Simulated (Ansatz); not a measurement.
The parent structure is Ag in the fcc (Cu type) structure (space group Fm-3m, No. 225; a = 4.1043 Å; relaxed with 0.1 eV smearing). Axes: x, y, z lie along the cube axes.

Calculations: Ansatz (a first-principles code), r2SCAN, PAW, cutoff 500 eV, without spin-orbit coupling.

Base values:

| Quantity | Value |
|---|---|
| Shortest interatomic distance | 2.902 Å |

Modification: the cell is compressed by 1.55 % along z with no lateral relaxation, atoms relaxed at fixed cell.

Problem. Predict the new energy relative to the base.

Solution. The energy rises by 1.7 meV/atom.

Problem. Estimate the effect on the stress.

Solution. The stress (xx, yy, zz, yz, xz, xy; compression positive) is (1.5, 1.5, 2.0, 0.0, 0.0, 0.0) GPa.

Problem. Estimate the effect on the shortest interatomic distance.

Solution. The shortest interatomic distance falls by 0.022 Å to 2.880 Å.

The cells carry an imposed strain or load. Whether these cells are dynamically stable was not tested.
